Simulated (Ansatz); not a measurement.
Consider BeTe in the zinc blende structure (space group F-43m, No. 216; a = 5.657 Å). Axes: x, y, z lie along the cube axes.

Computed with r2SCAN/PAW in Ansatz (an electronic-structure program), spin-orbit coupling left out.

For the base:

| Item | Result |
|---|---|
| Valence-band top at Γ | 0.00, 0.00, 0.00 eV |

Perturbation: tensor shear ε_xy = +1.71 % (engineering shear γ = 0.0342), atoms relaxed at fixed cell.

What happens to the valence-band top at Γ and largest internal atomic displacement?

The valence-band top at Γ (three highest levels, from the VBM) changes from 0.00, 0.00, 0.00 eV to 0.00, -0.15, -0.27 eV; the largest internal atomic displacement comes out as 0.011 Å.

Spin-orbit coupling, missing from the scalar runs, can matter with Te. The levels and masses belong to the bands next to the band gap. The cells carry an imposed strain or load. Whether these cells are dynamically stable was not tested.
